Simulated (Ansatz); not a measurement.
Base system: Ge (space group I4_132, No. 214; a = 6.8013 Å; a hypothetical phase, not in the database extracts checked).

The values are results of Ansatz (a program for electronic structure) PBEsol, spin-orbit coupling left out, not measurements.

One change was made to it. Results:

The density goes up by 0.16 g/cm³ (3.07 g/cm³ → 3.23 g/cm³); the shortest interatomic distance falls by 0.041 Å to 2.364 Å.

**Question.** What was done to the base?
(A) pressure 1.5 GPa
(B) pressure 10 GPa
(C) pressure 0.3 GPa

**Answer.** A, pressure 1.5 GPa. For comparison, the density in the other runs: pressure 0.3 GPa gives 3.10 g/cm³; pressure 10 GPa gives 3.84 g/cm³.

Load acts through the strain it causes; cell and atoms are relaxed under it. Stability against distortions was not tested. Competing high-pressure phases were not computed.
